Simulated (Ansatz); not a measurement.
# What pressure 0.9 GPa does to GaAs

Take GaAs in the zinc blende structure (space group F-43m, No. 216; a = 5.666 Å) as the base.

Modification: a hydrostatic pressure of 0.9 GPa.

All numbers come from r2SCAN/PAW in Ansatz (an electronic-structure program), spin-orbit coupling left out, earlier PAW set. Γ-centred 10×10×10 mesh, Fermi–Dirac width 0.05 eV.

```json
[
 {"quantity": "volume per atom", "base": "22.73 Å³", "changed": "22.46 Å³", "shift": "-0.27 Å³"},
 {"quantity": "density", "base": "5.28 g/cm³", "changed": "5.35 g/cm³", "shift": "+0.064 g/cm³"},
 {"quantity": "band gap", "base": "0.97 eV", "changed": "1.07 eV", "shift": "+0.10 eV"},
 {"quantity": "gap character", "base": "direct at Γ", "changed": "direct at Γ", "shift": "–"},
 {"quantity": "electron mass", "base": "0.051 mₑ (at Γ)", "changed": "0.056 mₑ (at Γ)", "shift": "–"},
 {"quantity": "valley order (the lowest conduction-band minima on the path, energy above the VBM, named in the base's zone)", "base": "Γ 0.97 eV; L along ⟨111⟩ 1.36 eV; a point along ⟨100⟩, about 1.0 Å⁻¹ from Γ 1.72 eV", "changed": "Γ 1.07 eV; L along ⟨111⟩ 1.40 eV; a point along ⟨100⟩, about 1.0 Å⁻¹ from Γ 1.70 eV", "shift": "–"}
]
```

Load acts through the strain it causes; cell and atoms are relaxed under it. Effective masses come from finite differences of ±0.01 Å⁻¹. Stability against distortions was not tested.
